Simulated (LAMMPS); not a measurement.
MD of TiO2 (rutile) at zero pressure, 576 atoms, as a liquid; each row is its own run.

Level of theory: classical MD, Buckingham potential of Matsui and Akaogi, Mol. Simul. 6, 239 (1991), as tabulated by Reinhardt, J. Chem. Phys. 151, 064505 (2019), used with rigid ions (no shells), PPPM sums, short-range terms cut at 10 Å, modified for these runs by an r^-4 repulsive force inside the short-range force's maximum (LAMMPS).

```
T (K)  D(O) (cm²/s)
-----  ------------
1680        2.32e-6
1890        7.87e-6
2100        1.51e-5
2310        2.22e-5
2940        7.12e-5
3360        9.57e-5
```

Question: Fit an Arrhenius law, ln y = a + b / x, to these rows (x is the first column, y the second) and predict the run at x = 2620.

Answer: Least squares gives a = -5.4497 and b = -12220. The slope times kB gives an activation energy of 1.05 eV. At x = 2620 the fit predicts 4.05e-5 cm²/s. The run itself gave (4.3 ± 0.2) × 10^-5 cm²/s, so the fit is 5.4 % low.

Caution: a run this short can hold a crystal over, or a liquid under, the potential's own melting point, which these runs don't give.

Errors of D are the spread over four groups of atoms in one short run; a floor of about 5 %, a picked value, is safer.
